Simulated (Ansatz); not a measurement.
The starting structures come from a database of crystals and need not be the phases stable at ambient conditions.

Tunnelling through a barrier is set by its complex band structure: the current falls as exp(−2κd) with the smallest κ.

Data:

```
SrAs2O6
1.0
    5.45107     0.00000     0.00000
    0.00000     8.44981     0.00000
    0.00000     4.22490     2.43925
Sr As O
1 2 6
Direct
  0.00000   0.00000   0.00000
  0.50000   0.66667   0.00000
  0.50000   0.33333   0.00000
  0.30940   0.00000   0.61645
  0.69060   0.00000   0.38355
  0.30940   0.61645   0.76710
  0.69060   0.38355   0.23290
  0.30940   0.38355   0.61645
  0.69060   0.61645   0.38355
```

Space group of this cell: P-31m. The cell is taken as given.

Transport runs along the normal of the first two printed cell vectors, the (110) plane of the conventional cell.

The gap is the functional's own. No spin-orbit coupling. Mid-gap values are interpolated on the energy grid.

Problem. Predict the band gap and the smallest decay constant κ at mid-gap from Ansatz (an electronic-structure program) with r2SCAN.

Solution. Gap 4.37 eV on a 6×12×12 mesh; κ = 0.331 1/Å, at the zone centre.
